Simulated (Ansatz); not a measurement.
## What Ba on a Ce site, symmetric start does to CeO2

Consider a 12-atom supercell of CeO2 in the fluorite structure (space group Fm-3m, No. 225; a = 5.3981 Å) at its relaxed geometry.

Modification: one Ce atom is replaced by Ba, atoms relaxed at fixed cell.

Level of theory: PBEsol (Ansatz, a first-principles code, PAW, no spin-orbit coupling). Settings: 5×5×5 k-points, 0.01 eV Fermi–Dirac smearing.

- Pressure: 12.6 GPa (base 0.0 GPa)
- Mean distance from the defect site to its nearest host atoms: 4.64 bohr (base 4.42 bohr)

The magnetic state is the one reached from the starting moments; the real material's order can differ, and small cells can't hold many antiferromagnetic ones. The 4f electrons are in the valence with no U and their state was not checked, so volumes and moments can be off. In so small a cell the defect repeats every few ångströms: this is an ordered compound, not a dilute defect. A case with no gap was solved on a k-mesh chosen for an insulator, which is coarse for it. The defect started on the symmetric site and kept its symmetry, so it may sit on a saddle. Seeded moments were not kept for Ba on a Ce site and the base. No Hubbard U is applied, and correlation can decide whether such a compound is a metal. Spin-polarised in the final run: Ba on a Ce site; the other runs are not. The defect cell is spin-polarised and ends with 0.0 μB.
